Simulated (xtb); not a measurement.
xtb 6.7.1, GFN1-xTB: Si(F)(Me)2(SMe) (CS[Si](C)(C)F), 15 atoms. The geometry is a generated start, not checked to be a minimum at this level.

| Item | Result |
|---|---|
| run flags | --grad |
| method | GFN1-xTB |
| --acc | 1 (default) |
| --etemp (K) | 300 (default) |
| basis functions | 54 |
| valence electrons | 38 |

```xyz
15

C      2.5654    -0.4398     0.1087
S      1.5038     0.9978    -0.2419
Si    -0.4233     0.1688     0.2548
C     -1.0308    -1.0780    -1.0390
C     -1.6307     1.5741     0.6175
F     -0.1978    -0.6767     1.6259
H      2.4868    -0.7011     1.1593
H      3.5810    -0.1400    -0.1278
H      2.2707    -1.2777    -0.5163
H     -1.9701    -1.5227    -0.7271
H     -1.1909    -0.6029    -2.0024
H     -0.3211    -1.8878    -1.1868
H     -2.5976     1.1786     0.9099
H     -1.7739     2.1991    -0.2566
H     -1.2715     2.2084     1.4218
```

One run each on 1 thread. Values of broydamp tried: 0.02, 0.05, 0.1, 0.2, 0.4 (default), 0.6, 0.8, 1.

Q: Predict the course of the SCC iterations along this series.

A: Fewest SCC iterations, within one of each other: 0.4 (default) with 10, 0.6 with 10, 0.8 with 11, 1 with 11. The count rises to 16 at 0.02. All converge to one solution.

```json
[
 {"broydamp": "0.02", "SCC iterations": "16", "end": "same solution"},
 {"broydamp": "0.05", "SCC iterations": "15", "end": "same solution"},
 {"broydamp": "0.1", "SCC iterations": "13", "end": "same solution"},
 {"broydamp": "0.2", "SCC iterations": "12", "end": "same solution"},
 {"broydamp": "0.4 (default)", "SCC iterations": "10", "end": "same solution"},
 {"broydamp": "0.6", "SCC iterations": "10", "end": "same solution"},
 {"broydamp": "0.8", "SCC iterations": "11", "end": "same solution"},
 {"broydamp": "1", "SCC iterations": "11", "end": "same solution"}
]
```
